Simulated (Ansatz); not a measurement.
The starting structures come from a database of crystals and need not be the phases stable at ambient conditions.

By PBEsol, the system below comes out a metal.

A figure of merit of an interconnect metal is its ballistic conductance per area.

Input:

```
Al
1.0
    2.77054     0.00000     0.00000
   -1.38527     2.39936     0.00000
    0.00000     0.00000     9.00227
Al
4
Direct
  0.00000   0.00000   0.00000
  0.00000   0.00000   0.50000
  0.33333   0.66667   0.25000
  0.66667   0.33333   0.75000
```

Space group of this cell: P6_3/mmc. The cell is strained (all lengths scaled by 0.98); by PBEsol its mean pressure is 8.0 GPa.

The current flows along the normal of the first two printed cell vectors, the (001) plane of the conventional cell. No spin-orbit coupling; the value is a mean over 0.1 eV about the Fermi level.

Question: Estimate the ballistic conductance per area that PBEsol (Ansatz, a quantum-chemistry and plane-wave program) returns for this system.

Answer: 1.3 × 10¹⁵ S/m² for both spins.
